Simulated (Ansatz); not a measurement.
Take ZnS in the zinc blende structure (space group F-43m, No. 216; a = 5.357 Å) as the base. Axes: x, y, z lie along the cube axes.

Method: PBEsol (Ansatz, an electronic-structure program; PAW; 420 eV plane waves; without spin-orbit coupling), earlier PAW set.

It is then changed as follows: uniaxial strain ε_zz = +0.65 %, all other strain components held at zero, atoms relaxed at fixed cell.

**Question.** Predict the stress tensor and what it implies for the stiffness.

**Answer.** Stress of the strained cell less that of the base (GPa, compression positive):
```
  -0.41    0.00    0.00
   0.00   -0.41    0.00
   0.00    0.00   -0.69
```

Then −Δσ_ii/ε with ε = 0.0065 gives relaxed-ion elastic constants: C33 ≈ 106 GPa, C13 ≈ 63 GPa and C23 ≈ 63 GPa.

Whether these cells are dynamically stable was not tested.
